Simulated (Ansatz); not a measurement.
KTaO3: strain along the normal

KTaO3 (cubic perovskite, Pm-3m, 12.345 Å³/atom at rest) under an equal strain ε in the (111) plane with the normal axis free, as in a coherent film. LDA in Ansatz, a plane-wave DFT program (PAW, default set), 420 eV, 8×8×8 Γ-centred mesh, Fermi-Dirac smearing 0.05 eV; ions are relaxed within the symmetry of each cell.

Here s stands for strain and y for normal strain.

| strain (%) | normal strain (%) |
|---|---|
| -1.00 | 0.87 |
| -0.50 | 0.43 |
| 0.00 | 0.00 |
| 0.50 | -0.42 |
| 1.00 | -0.84 |
| 2.50 | ? |

Task: Fit y against s with a straight line, and predict the withheld value at s = 2.50.

Result: Means: s 0, y 0.008. About the means, the sum of products is -2.1350 and the sum of squares of s is 2.5000; the slope is their ratio. Least squares gives y = 0.008 - 0.8540·s. Residuals (row less fit): 0.008, -0.005, -0.008, -0.001, 0.006; standard error 0.008 (degrees of freedom: 3). The slope, -0.85 ± 0.01, is the elastic response of the normal axis. At the withheld row, y = 0.008 - 0.8540 × 2.5 = -2.127%. The calculation gives -2.02%, 0.107% above the prediction (3.7 % of the range of y in the table). The row lies outside the fitted rows, so this is an extrapolation. From the scatter of the fitted rows alone, a prediction at this place has a standard error of 0.015%, so the miss is 7.1 times that.

One order more, fitted to all 11 runs of the series, follows each within 0.01, so the miss is the next term of a smooth law. The primitive cell can neither tilt nor turn polar against its symmetry, as such crystals can under strain. Rows are the converged runs of the series near zero and its far end; series whose fitted rows scatter by over a few per cent of the range, as at a crossing or softening among them, aren't shown in this form. Most that stay on the fit to the last digits aren't either.
